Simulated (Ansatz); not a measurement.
Base system: HgS in the zinc blende structure (space group F-43m, No. 216).

```cif
data_HgS
_chemical_formula_sum 'S1 Hg1'
_space_group_name_H-M_alt 'P 1'
_space_group_IT_number 1
_cell_length_a 4.23667
_cell_length_b 4.23667
_cell_length_c 4.23667
_cell_angle_alpha 60.000
_cell_angle_beta 60.000
_cell_angle_gamma 60.000
loop_
_space_group_symop_operation_xyz
  'x, y, z'
loop_
_atom_site_label
_atom_site_type_symbol
_atom_site_fract_x
_atom_site_fract_y
_atom_site_fract_z
_atom_site_occupancy
S1 S 0.75000 0.75000 0.75000 1
Hg1 Hg 0.00000 0.00000 0.00000 1
```

Levels (all Ansatz, a first-principles code, PAW): PBE (420 eV, no SOC); PBEsol (420 eV, no spin-orbit coupling).

Levels that relaxed their own cell: PBE and PBEsol.

| level | lattice parameter a |
|---|---|
| PBE | 5.992 Å |
| PBEsol | 5.876 Å |

Measured: lattice parameter a 5.841 Å (room temperature; as listed in Cardona et al., arXiv (2009)).

Computed minus measured — lattice parameter a: PBE +2.6 %, PBEsol +0.6 % (closest: PBEsol). Measured values not marked as corrected hold thermal and zero-point effects that the static-lattice runs lack.

Whether these cells are dynamically stable was not tested. The final runs are not spin-polarised.
